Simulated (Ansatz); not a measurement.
Defect: interstitial Cu in rock-salt CaO, charge state +1. The step: a concerted move, in which Cu travels most; the atom moves 1.21 Å along (0.00, 0.00, -0.25) of the unit cell; the moving atom starts with neighbours 4 Ca at 2.42; 4 O at 2.07 Å and ends with 2 Ca at 2.32; 2 O at 1.81 Å. A PBE band in Ansatz (plane-wave PAW, the Γ point alone, 64 host sites, 22 SCF runs with any check of the saddle's order, static, no finite-size correction) gives a forward barrier of 0.080 eV. The saddle point's order was not checked, and it lies on a symmetry element of the cell, where a band can be held. The charge state is imposed; whether it is stable for some Fermi level was not computed. Sites that were not tried may lie lower.

Single points at the band's start and saddle point can refine it. Rough cost of one point, in units of the band's mean SCF on the same machine:

```json
[
 {"Level": "PBE, a 2×2×2 k-point mesh shifted by half a step", "Cost of one point": "about 8"},
 {"Level": "r2SCAN at 500 eV, the Γ point alone", "Cost of one point": "about 3"}
]
```

Which of these move the barrier by more than 0.1 eV, and how far does each move it?

Not one does. PBE, a 2×2×2 k-point mesh shifted by half a step: +0.03 eV; r2SCAN at 500 eV, the Γ point alone: +0.03 eV. Each functional is compared with PBE at the same k-points.

Ansatz is a quantum-chemistry and plane-wave program.
